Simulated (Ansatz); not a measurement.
Results of BLYP (PAW; Ansatz, a program for electronic structure) for cubic perovskite KNiF3.

Settings: plane-wave cutoff 520 eV, 8×8×8 k mesh, Fermi–Dirac smearing 0.01 eV, spin-polarised with parallel moments, scalar-relativistic PAW data made under PBE.

Cell (relaxed at this level):

```
CELL_PARAMETERS angstrom
      4.11822     0.00000     0.00000
      0.00000     4.11822     0.00000
      0.00000     0.00000     4.11822
ATOMIC_POSITIONS crystal
  K  0.00000 0.00000 0.00000
  Ni 0.50000 0.50000 0.50000
  F  0.50000 0.00000 0.50000
  F  0.00000 0.50000 0.50000
  F  0.50000 0.50000 0.00000
```
Starting moments (μB, in the order of the record's atoms K Ni F F F): 0.0 2.0 0.0 0.0 0.0.

Question: Predict the pressure derivative B′ of the bulk modulus, band gap, direct gap at Γ, bulk modulus B0 and smallest direct gap on the k points sampled.

Answer: 
- pressure derivative B′ of the bulk modulus = 4.7
- band gap = 0.81 eV (indirect)
- direct gap at Γ = 1.64 eV
- bulk modulus B0 = 69.9 GPa
- smallest direct gap on the k points sampled = 1.09 eV

Note: the magnetic order was assumed, not searched for or taken from measurement; the volume lies 9 % above that of the published cell; without U or exact exchange, gaps and moments of open d shells tend to come out too small.

Static lattice: no zero-point or thermal effects.

It cost roughly 4 core-minutes of CPU time.
